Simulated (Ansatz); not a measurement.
Base system: TlBr in the CsCl type structure (space group Pm-3m, No. 221; a = 4.053 Å).

Method: PBE (Ansatz, a quantum-chemistry and plane-wave program; PAW; 420 eV plane waves; no spin-orbit coupling).

Before the change:

| Property | Result |
|---|---|
| Valley order | X along ⟨100⟩ 1.99 eV; R along ⟨111⟩ 2.35 eV |

Now apply this change: the cell is scaled by 0.9850 in all directions, atoms relaxed at fixed cell.

Problem. What does the calculation give for the energy relative to the base after the change?

Solution. The energy increases by 4.3 meV/atom.

Problem. Predict the new mean gap deformation potential ΔEg/Δln V.

Solution. The mean gap deformation potential ΔEg/Δln V amounts to +2.5 eV.

Problem. Predict the new valley order.

Solution. The valley order (the lowest conduction-band minima on the path, energy above the VBM, named in the base's zone) goes from X along ⟨100⟩ 1.99 eV; R along ⟨111⟩ 2.35 eV to X along ⟨100⟩ 1.88 eV; R along ⟨111⟩ 2.18 eV.

With Tl present, leaving out spin-orbit coupling can change the band edges. The cells carry an imposed strain or load. No phonon test of stability was made.
